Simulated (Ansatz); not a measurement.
SnO2 under a change: electrons 5.0×10^21 cm⁻³

The parent structure is SnO$_{2}$ in the rutile structure (space group P4_2/mnm, No. 136; a = 4.828 Å, c = 3.238 Å).

The change: 0.377 electrons added to each cell, a density of 5.0×10^21 cm⁻³, with a uniform compensating background at fixed cell and a 300 K Fermi–Dirac width.

Level of theory: PBE in Ansatz (plane waves to 420 eV, PAW, no SOC). k-mesh 10×10×14 (Γ-centred); smearing 0.0259 eV (Fermi–Dirac).

```csv
quantity,base,changed,shift
gap between the host's bands,0.68 eV,0.63 eV,-0.05 eV
gap character,direct at Γ,direct at Γ,–
Fermi level relative to the doped band's edge (positive inside the band; to 0.05 eV),–,+2.65 eV,–
```

Final structure:

```
SnO2
1.0
    4.82755     0.00000     0.00000
    0.00000     4.82755     0.00000
    0.00000     0.00000     3.23815
Sn O
2 4
Direct
  0.00000   0.00000   0.00000
  0.50000   0.50000   0.50000
  0.30516   0.30516   0.00000
  0.80516   0.19484   0.50000
  0.19484   0.80516   0.50000
  0.69484   0.69484   0.00000
```
Cell charge -0.377331.

Charged cell with a jellium background: band edges are those of the host's band count, energies are not comparable with the neutral cell, and many-body gap narrowing is missing. Gaps are read on the SCF mesh and a high-symmetry path. Whether these cells are dynamically stable was not tested.

Ansatz is an electronic-structure program.
